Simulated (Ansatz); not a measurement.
Band structure of FeGe (P2_13, 8 atoms in the cell).

```
FeGe
1.0
    4.71581     0.00000     0.00000
    0.00000     4.71581     0.00000
    0.00000     0.00000     4.71581
Fe Ge
4 4
Cartesian
  0.63550   0.63550   0.63550
  1.72240   4.08031   2.99341
  2.99341   1.72240   4.08031
  4.08031   2.99341   1.72240
  3.98472   3.98472   3.98472
  3.08900   0.73109   1.62681
  1.62681   3.08900   0.73109
  0.73109   1.62681   3.08900
```
Moments meant for the start (each program seeds them in its own way; μB, in the order of the atoms Fe Fe Fe Fe Ge Ge Ge Ge): 4.0 4.0 4.0 4.0 0.0 0.0 0.0 0.0.

Method: PBE, PAW files (plane waves; Ansatz, a program for electronic structure).

Settings: kpoints.mp_grid.grid = 3 3 3; hamiltonian.xc = pbe; hamiltonian.pseudopotentials = {kind: paw} (the program's default PAW files); magnetization.spin_polarized = true; scf.occupations.method = gaussian; scf.occupations.width = 0.272 eV; kpoints.band_path.npoints = 8.

The starting cell comes from a database of computed structures (which also holds hypothetical and non-ambient phases and stackings), without a prior relaxation at this level. The magnetic order is the one reached from the typed start; others were not searched systematically.

Levels in eV from the Fermi level, bands 59 to 66 of the first spin channel:
```
point     59     60     61     62     63     64    65    66
-----  -----  -----  -----  -----  -----  -----  ----  ----
Γ      -0.90  -0.90  -0.41  -0.41  -0.41   1.61  1.61  1.61
X      -0.82  -0.82  -0.65  -0.65   0.71   0.71  0.77  0.77
M      -1.10  -1.10  -0.20  -0.20   0.07   0.07  1.30  1.30
R      -1.15  -1.15  -0.49  -0.49  -0.49  -0.49  4.11  4.11
```

Bands cross the Fermi level along this path, so the cell is metallic at this level.

The net moment of the cell came out as 4.52 μB.

Keys are those of Ansatz 0.2.
